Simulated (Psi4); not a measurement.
Psi4 1.11, BP86/def2-svp: Cr(O)2(Cl)(NMe2) (C[N](C)[Cr](=[O])(=[O])[Cl]), 13 atoms. The geometry is a generated start, not checked to be a minimum at this level.

| Property | Value |
|---|---|
| task | energy |
| method | bp86 |
| basis | def2-svp |
| memory | 3 GB |
| maxiter | 100 |
| keys of the molecule block | symmetry c1 |
| scf_type | df (default) |
| e_convergence | 1e-06 (default) |
| d_convergence | 1e-06 (default) |
| dft_radial_points | 75 (default) |
| dft_spherical_points | 302 (default) |
| basis functions | 149 |
| grid points | 277147 |

```xyz
13

Cr     0.9679    -1.3975     0.3048
O      2.3638    -1.1147    -0.3004
O      0.7142    -1.8155     1.7732
Cl     0.0346    -2.7891    -0.9183
N      0.0047     0.0842     0.0387
C     -1.1408     0.4570     0.8266
C      0.2928     1.0432    -0.9976
H     -1.0744     1.5074     1.1391
H     -2.0585     0.3304     0.2391
H     -1.2008    -0.1771     1.7114
H     -0.4244     0.9316    -1.8201
H      0.2225     2.0674    -0.6110
H      1.2985     0.8727    -1.3856
```

Charge 0 and multiplicity 1 are set for this test and not shown to be the ground state.

With the defaults (scf_initial_accelerator = adiis, diis_max_vecs = 10, diis = true, damping_percentage = 0, guess = auto, which took SAD, soscf = false) it converges in 15 SCF iterations. One run each on 2 threads, with these changes:
- guess = core
- scf_initial_accelerator = ediis
- scf_initial_accelerator = none
- diis_max_vecs = 3
- soscf = true
- diis_max_vecs = 6
- scf_initial_accelerator = none, diis = false, damping_percentage = 60
- guess = sadno
- guess = huckel

Q: Which of these changes keep the SCF from converging, or lead it to another solution?

A: No convergence: scf_initial_accelerator = none; diis_max_vecs = 3; scf_initial_accelerator = none, diis = false, damping_percentage = 60 (the run ends without SCF convergence in 100 iterations). The rest reach the solution of the defaults.

```tsv
setting	SCF iterations	JK calls	end
soscf = true	13	39	same solution
the defaults	15	16	same solution
scf_initial_accelerator = ediis	15	16	same solution
guess = sadno	17	17	same solution
diis_max_vecs = 6	18	19	same solution
guess = core	19	19	same solution
guess = huckel	27	63	same solution
scf_initial_accelerator = none	100	101	no convergence
diis_max_vecs = 3	100	101	no convergence
scf_initial_accelerator = none, diis = false, damping_percentage = 60	100	101	no convergence
```

An SOSCF iteration holds several JK calls; a Hückel guess adds calls on atoms. 1 further run of the study ended by our limits or in an error and is left out.
